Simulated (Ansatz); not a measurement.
System: antifluorite Be2C. Method: PBE-D4 in Ansatz (plane waves, PAW).

Settings: plane-wave cutoff 520 eV, 14×14×14 k mesh, Fermi–Dirac smearing 0.01 eV, scalar-relativistic PAW data made under PBE.

Computed at the level's own relaxed cell.

**Question.** Give the computed volume per atom, pressure derivative B′ of the bulk modulus and band gap.

**Answer.** 
volume per atom: 6.63 Å³/atom
pressure derivative B′ of the bulk modulus: 3.5
band gap: 1.18 eV (indirect)

Measured, for comparison: equilibrium volume per atom 6.81 Å³/atom (temperature not stated, no zero-point or thermal correction; as tabulated in Freccero, Grin, Wagner, Dalton Trans. (2023), ESI). Computed (rounded) less measured: equilibrium volume per atom -2.6 %.

Computed values are for the static lattice.

Ansatz is a first-principles code.
